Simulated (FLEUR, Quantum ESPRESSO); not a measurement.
A Quantum ESPRESSO input for a self-consistent single point of BaS (Fm-3m, 2 atoms in the cell) (DFT, PBE, plane waves, PSlibrary PAW (PBE) pseudopotentials):

```fortran
&CONTROL
   calculation = 'scf',
   prefix = 'pwscf',
   outdir = './tmp/',
   pseudo_dir = './',
   tprnfor = .true.,
   tstress = .true.,
/
&SYSTEM
   ibrav = 2,
   celldm(1) = 12.0753499364,
   nat = 2,
   ntyp = 2,
   ecutwfc = 45,
   ecutrho = 270,
   occupations = 'smearing',
   smearing = 'fermi-dirac',
   degauss = 0.000734986,
/
&ELECTRONS
   conv_thr = 1.0d-10,
   mixing_beta = 0.3,
/
ATOMIC_SPECIES
Ba   137.3270  Ba.pbe-spn-kjpaw_psl.1.0.0.UPF
S     32.0600  S.pbe-n-kjpaw_psl.1.0.0.UPF
ATOMIC_POSITIONS {crystal}
Ba    0.0000000000    0.0000000000    0.0000000000
S     0.5000000000    0.5000000000    0.5000000000
K_POINTS {automatic}
7 7 7  0 0 0
```

Question: Give the FLEUR input for the same structure, mesh, smearing and functional.

Answer: This is the input that was run; spellings and numerical settings could be chosen otherwise.

Input of the input generator:

```
BaS crystal
&input film=f /
-0.0000000000 6.0376749682 6.0376749682
6.0376749682 0.0000000000 6.0376749682
6.0376749682 6.0376749682 -0.0000000000
1.0
1.0 1.0 1.0

2
56 0.0000000000 0.0000000000 0.0000000000
16 0.5000000000 0.5000000000 0.5000000000

&comp jspins=1 /
&kpt div1=7 div2=7 div3=7 /
&end /
```

```xml
<?xml version="1.0" encoding="UTF-8" standalone="no"?>
<fleurInput fleurInputVersion="0.39">
   <comment>
      BaS crystal                                                                                         
   </comment>
   <calculationSetup>
      <cutoffs Kmax="3.8" Gmax="11.4" GmaxXC="11.4" numbands="0"/>
      <scfLoop itmax="80" minDistance="0.00001" maxIterBroyd="25" imix="Anderson" alpha="0.05" precondParam="0.0" spinf="2.0"/>
      <coreElectrons ctail="T" frcor="F" kcrel="0" coretail_lmax="0"/>
      <xcFunctional name="pbe" relativisticCorrections="F"/>
      <magnetism jspins="1"/>
      <soc l_soc="F" theta="0.0" phi="0.0" spav="F"/>
      <expertModes spex="0" secvar="F"/>
      <geometryOptimization l_f="T" forcealpha="1.0" forcemix="BFGS" epsdisp="0.00001" epsforce="0.00001"/>
      <ldaU l_linMix="F" mixParam="0.05" spinf="1.0"/>
   </calculationSetup>
   <cell>
      <bzIntegration valenceElectrons="16.0" mode="hist" fermiSmearingEnergy="0.00036749">
         <kPointListSelection listName="default-1"/>
         <!-- k-points included here -->
         <xi:include xmlns:xi="http://www.w3.org/2001/XInclude" href="kpts.xml"> </xi:include>
      </bzIntegration>
      <!-- symmetry operations included here -->
      <xi:include xmlns:xi="http://www.w3.org/2001/XInclude" href="sym.xml"> </xi:include>
      <bulkLattice scale="1.0">
         <bravaisMatrix>
            <row-1>    0.0000000000000000     6.0376749682000002     6.0376749682000002</row-1>
            <row-2>    6.0376749682000002     0.0000000000000000     6.0376749682000002</row-2>
            <row-3>    6.0376749682000002     6.0376749682000002     0.0000000000000000</row-3>
         </bravaisMatrix>
      </bulkLattice>
   </cell>
   <atomSpecies>
      <species name="Barium (Ba)" element="Ba" atomicNumber="56">
         <mtSphere radius="2.68" gridPoints="925" logIncrement="0.014"/>
         <atomicCutoffs lmax="10" lnonsphr="8"/>
         <electronConfig flipSpins="F">
            <coreConfig>(1s1/2) (2s1/2) (2p1/2) (2p3/2) (3s1/2) (3p1/2) (3p3/2) (4s1/2) (3d3/2) (3d5/2) (4p1/2) (4p3/2) (4d3/2) (4d5/2)</coreConfig>
            <valenceConfig>(5s1/2) (5p1/2) (5p3/2) (6s1/2)</valenceConfig>
         </electronConfig>
         <energyParameters s="6" p="6" d="5" f="4"/>
         <lo type="SCLO" l="0" n="5" eDeriv="0"/>
         <lo type="SCLO" l="1" n="5" eDeriv="0"/>
      </species>
      <species name="Sulfur (S)" element="S" atomicNumber="16">
         <mtSphere radius="2.68" gridPoints="925" logIncrement="0.013"/>
         <atomicCutoffs lmax="10" lnonsphr="8"/>
         <electronConfig flipSpins="F">
            <coreConfig>(1s1/2) (2s1/2) (2p1/2) (2p3/2)</coreConfig>
            <valenceConfig>(3s1/2) (3p1/2) (3p3/2)</valenceConfig>
            <stateOccupation state="(3p1/2)" spinUp="0.6666666666667" spinDown="0.6666666666667"/>
            <stateOccupation state="(3p3/2)" spinUp="1.3333333333333" spinDown="1.3333333333333"/>
         </electronConfig>
         <energyParameters s="3" p="3" d="3" f="4"/>
      </species>
   </atomSpecies>
   <atomGroups>
      <atomGroup species="Barium (Ba)">
         <relPos label="                   1">.0000000000 .0000000000 .0000000000</relPos>
         <force calculate="T" relaxXYZ="TTT"/>
      </atomGroup>
      <atomGroup species="Sulfur (S)">
         <relPos label="                   2">1.000/2.000 1.000/2.000 1.000/2.000</relPos>
         <force calculate="T" relaxXYZ="TTT"/>
      </atomGroup>
   </atomGroups>
   <output dos="F" band="F" slice="F">
      <checks vchk="F" cdinf="F"/>
      <bandDOS minEnergy="-.5*Htr" maxEnergy="0.5*Htr" sigma="0.015" storeEVData="T"/>
      <vacuumDOS vacdos="F" integ="F" star="F" nstars="0" locx1="0.0" locy1="0.0" locx2="0.0" locy2="0.0" nstm="0" tworkf="0.0"/>
      <unfoldingBand unfoldBand="F" supercellX="1" supercellY="1" supercellZ="1"/>
      <plotting iplot="0" polar="F">
         <plot TwoD="T" vec1="  1.0  0.0  0.0" vec2="  0.0  1.0  0.0" vec3="  0.0  0.0  1.0" zero="  0.0  0.0  0.0" file="plot"/>
      </plotting>
      <chargeDensitySlicing numkpt="0" minEigenval="0.0" maxEigenval="0.0" nnne="0" pallst="F"/>
      <specialOutput eonly="F"/>
      <magneticCircularDichroism mcd="F" energyLo="-10.0" energyUp="0.0"/>
   </output>
  <!-- We include the file relax.xml here to enable relaxations (see documentation) -->
  <xi:include xmlns:xi="http://www.w3.org/2001/XInclude" href="relax.xml"> <xi:fallback/> </xi:include>
</fleurInput>
```

Basis settings and potentials, where a program has them, do not carry over. This input uses DFT, PBE, all-electron FLAPW (FLEUR), scalar-relativistic valence. Both were run: gap on the mesh 2.206 eV in Quantum ESPRESSO and 2.267 in FLEUR.

On Quantum ESPRESSO: the starting cell has typed, rounded lattice constants, without a prior relaxation at this level.

On FLEUR: the starting cell has typed, rounded lattice constants, without a prior relaxation at this level. Values depend on the basis (sphere radii, cutoffs, local orbitals), which need not be converged.
